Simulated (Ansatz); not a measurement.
Consider the following.

```yaml
crystal:
  lattice:
    - [2.94259, 0.00000, 0.00000]
    - [-1.47130, 2.51070, 0.00000]
    - [0.00000, 0.00000, 2.82680]
  atoms:
    - { symbol: W, position: [0.99950, 0.99901, 0.00000] }
    - { symbol: C, position: [0.33383, 0.66766, 0.50000] }
```

No spin polarisation.

All numbers come from Ansatz (a program for electronic structure), PBEsol, PAW, cutoff 420 eV, without spin-orbit coupling. Γ-centred 23×23×20 mesh, Fermi–Dirac width 0.1 eV.

Q: Predict the band gap and stress.

A: The band gap is zero and the stress (xx, yy, zz, yz, xz, xy; compression positive) is (-10.5, -3.5, -2.7, 0.0, 0.0, 0.0) GPa.

The cells carry an imposed strain or load. No phonon test of stability was made. The final runs are not spin-polarised. The cell was made from WC (space group P-6m2, No. 187) by this change: uniaxial strain ε_xx = +1.50 %.
